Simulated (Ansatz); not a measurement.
## What holes 2.0×10^21 cm⁻³ does to GaN

Start from GaN in the zinc blende structure (space group F-43m, No. 216; a = 4.4981 Å).

Now apply this change: hole doping at 2.0×10^21 cm⁻³ (0.0455 per cell), with a uniform compensating background at fixed cell and a 300 K Fermi–Dirac width.

Computed with PBEsol (Ansatz, a program for electronic structure; PAW; 420 eV plane waves; no spin-orbit coupling). k-mesh 29×29×29 (Γ-centred); smearing 0.0259 eV (Fermi–Dirac).

* **Gap between the host's bands**: 1.75 eV (base 1.70 eV)
* **Gap character**: direct at Γ (base direct at Γ)
* **Fermi level relative to the doped band's edge (positive inside the band; to 0.05 eV)**: +0.20 eV

Carriers are added with a uniform compensating background; total energy and stress of such cells depend on the potential's zero and are not compared; many-body gap narrowing is missing at this level. Whether these cells are dynamically stable was not tested. This is not the structure that GaN has at room temperature and ambient pressure.
